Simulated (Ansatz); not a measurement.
**TiB2: uniaxial strain ε_zz = −3.00 %**

Take TiB$_{2}$ (space group P6/mmm, No. 191; a = 3.032 Å, c = 3.224 Å; relaxed with 0.1 eV smearing) as the base. Axes: x lies along a and z along c of the hexagonal cell.

Perturbation: uniaxial strain ε_zz = −3.00 %, all other strain components held at zero, atoms relaxed at fixed cell.

Level of theory: PBE (Ansatz, a first-principles code; PAW; 420 eV plane waves; no SOC). Settings: 22×22×18 k-points, 0.1 eV Fermi–Dirac smearing.

```tsv
quantity	base	changed	shift
volume per atom	8.56 Å³	8.30 Å³	-0.26 Å³
space group	P6/mmm (No. 191)	P6/mmm (No. 191)	–
shortest interatomic distance	1.751 Å	1.751 Å	0.000 Å
energy relative to the base (free energy F)	0 meV/atom	+11 meV/atom	+11 meV/atom
pressure (mean of the normal stresses, compression positive)	0.0 GPa	7.2 GPa	+7.2 GPa
band gap	zero	zero	–
stress (xx, yy, zz, yz, xz, xy; compression positive)	–	(3.5, 3.5, 14.7, 0.0, 0.0, 0.0) GPa	–
```

Cost of the whole job for the changed cell (relaxation, final SCF and bands): roughly 19 core-seconds.

Whether these cells are dynamically stable was not tested. The final runs are not spin-polarised.
